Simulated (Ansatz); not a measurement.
In3GaSbAs3 (model structure, Pmm2, No. 25, 8 atoms in the cell) was calculated with r²SCAN in Ansatz (PAW).

Input file:

Ansatz 0.2 input:
```yaml
crystal:
  lattice:
    - [4.3115508078, 0.0, 0.0]
    - [0.0, 4.2933493541, 0.0]
    - [0.0, 0.0, 12.2201408793]
  atoms:
    - { symbol: In, position: [0.0, 0.0, 0.0043257647] }
    - { symbol: As, position: [0.5, 0.0, 0.1284799765] }
    - { symbol: In, position: [0.5, 0.5, 0.2538148128] }
    - { symbol: As, position: [0.0, 0.5, 0.3778903896] }
    - { symbol: In, position: [0.0, 0.0, 0.5029083245] }
    - { symbol: As, position: [0.5, 0.0, 0.6281219153] }
    - { symbol: Ga, position: [0.5, 0.5, 0.7365688056] }
    - { symbol: Sb, position: [0.0, 0.5, 0.8604530112] }
basis:
  ecutwfc: 560
  ecutrho_ratio: 4
  xc_grid: 3
kpoints:
  mp_grid: { grid: [14, 14, 6] }
hamiltonian:
  xc: r2scan
  dispersion: none
  pseudopotentials: { kind: paw }
scf:
  occupations: { method: fermi_dirac, width: 0.05 }
  convergence: { dr2_threshold: 0.0000000008 }
output:
  forces: true
  stress: true
  eigenvalues: true
```

Excerpt of the program's output:

```
Crystal: 8 atoms, lattice volume = 226.207 Å³
Basis set: ecut = 560 eV, 6819 PW (Γ), exchange–correlation on 108×108×288 points (27 copies of the dense FFT grid, shifted against one another)
Bands: 68, of which v1, the nominal top of the filled ones, is band 56 counted from 1 (55 counted from 0)
Symmetry: 4 space group operations
Space group: Pmm2 (ITA 25), of the structure as read, at distance tolerance 6.1e-5 Å
k-points: 256 of 1176 (time reversal used)
Functional: x = r2scan, c = r2scan; τ floored in thin density (d = 2e-4 eV/Å³)
SCF iter   1: F=—  HF=-41721.245219 eV  |F-HF|=—  |Δ(HF+E_count)|=         —  Δρ=6.50e-3  dr2=4.69e-2  dr2_τ=2.71e-2
SCF iter   2: F=—  HF=-41721.273679 eV  |F-HF|=—  |Δ(HF+E_count)|=   2.85e-2  Δρ=2.37e-3  dr2=7.78e-3  dr2_τ=2.48e-4
  ...
SCF iter  10: F=—  HF=-41721.274490 eV  |F-HF|=—  |Δ(HF+E_count)|=  9.75e-10  Δρ=5.63e-7  dr2=2.33e-9  dr2_τ=1.55e-11
SCF iter  11: F=-41721.274490 eV  HF=-41721.274490 eV  |F-HF|=1.46e-11  |Δ(HF+E_count)|=  1.31e-10  Δρ=2.04e-7  dr2=1.70e-10  dr2_τ=2.13e-12
SCF 1 converged in 11 iterations: F = -41721.274490 eV  dr2 = 1.70e-10
SCF converged after 11 iterations
Free energy (F): -41721.274490 eV
Internal energy: -41721.274116 eV  (E = F + TS)
E sigma→0 (E₀):  -41721.274303 eV
Fermi energy:    7.683259 eV
--- Forces (eV/Å), atoms counted from 1 ---
  atom   1  In     0.00000000     0.00000000     0.00820692
  atom   2  As     0.00000000     0.00000000     0.00705263
  atom   3  In     0.00000000     0.00000000    -0.00015072
  atom   4  As     0.00000000     0.00000000     0.00141310
  atom   5  In     0.00000000     0.00000000    -0.00110621
  atom   6  As     0.00000000     0.00000000     0.00427549
  atom   7  Ga     0.00000000     0.00000000     0.00580578
  atom   8  Sb     0.00000000     0.00000000    -0.02550007
--- Stress (GPa, compression-positive) ---
        0.631250       0.000000       0.000000
        0.000000       0.656948       0.000000
        0.000000       0.000000       0.664310
  P = ⅓ Tr σ = 0.6508 GPa (6.508 kbar)
```

The PAW data were made under PBE.

Note: the relaxation could raise the start's symmetry but not lower it, so the cell can be a saddle point. Note: cell and atoms aren't relaxed at this level (largest force component 0.03 eV/Å, pressure 0.7 GPa).

Computing time: roughly 15 core-minutes.

A model structure was made by putting elements into a prototype or built by hand; it is no filed structure, need not be a known phase, and can be a saddle point held by its symmetry.

Ansatz is an electronic-structure program.
